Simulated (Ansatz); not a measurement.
# TiNi (P2_1/m): band-structure transport figures

Data:

```
NiTi
1.0
    2.87969     0.00000     0.02488
    0.00000     3.98072     0.00000
   -1.22230     0.00000     4.62292
Ti Ni
2 2
Cartesian
  0.84509   2.98554   3.64974
  0.81231   0.99518   0.99806
  2.26903   2.98554   1.55020
 -0.61163   0.99518   3.09760
```

Calculation: PBEsol, rigid bands (plane waves, PAW, scalar-relativistic; Ansatz, a first-principles code). How the cell was made: cell and atoms relaxed with PBEsol.

density of states at the Fermi level: 2.25 states/(eV·cell), both spins
bare Sommerfeld coefficient: 1.33 mJ/(mol of atoms·K²)
Drude plasma energy: 3.2 (x), 2.7 (y), 2.7 (z) eV
root-mean-square Fermi velocity: 2.8e5 m/s
resistivity times τ: 47 (x), 65 (y), 66 (z) ×10⁻²² Ω·m·s

A metal at this level (no band gap); rigid bands, thermally averaged at 300 K, both spins. Spin-orbit coupling is left out. τ is one relaxation time for all states.

Formula and space group known from diffraction (Crystallography Open Database), not checked to be the room-temperature form: TiNi (P2_1/m). Treated as nonmagnetic (a ferromagnetic start lost its moment, other orders weren't tried): TiNi (P2_1/m).
